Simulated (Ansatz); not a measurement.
We consider pyrite PtAs₂, described by PBE (Ansatz, a program for electronic structure, PAW).

Settings: plane-wave cutoff 520 eV, 6×6×6 k mesh, scalar-relativistic PAW data made under PBE.

Computed at the level's own relaxed cell.

```xyz
12
Lattice="6.0581 0.0000 0.0000 0.0000 6.0581 0.0000 0.0000 0.0000 6.0581" Properties=species:S:1:pos:R:3 pbc="T T T"
As     3.7350     5.3522     0.7060
As     0.7060     3.7350     5.3522
As     3.7350     3.7350     3.7350
As     2.3231     2.3231     2.3231
As     5.3522     0.7060     3.7350
As     5.3522     2.3231     0.7060
As     0.7060     5.3522     2.3231
As     2.3231     0.7060     5.3522
Pt     0.0000     3.0291     3.0291
Pt     3.0291     0.0000     3.0291
Pt     0.0000     0.0000     0.0000
Pt     3.0291     3.0291     0.0000
```

Task: Give the elastic tensor (Voigt notation, GPa, ions relaxed, in the Cartesian axes of the cell as printed).

Result: 
```
  291.1    58.8    58.8     0.0     0.0     0.0
   58.8   291.1    58.8     0.0     0.0     0.0
   58.8    58.8   291.1     0.0     0.0     0.0
    0.0     0.0     0.0    67.7     0.0     0.0
    0.0     0.0     0.0     0.0    67.7     0.0
    0.0     0.0     0.0     0.0     0.0    67.7
```

Spin–orbit coupling is not included.

Static lattice: no zero-point or thermal effects.
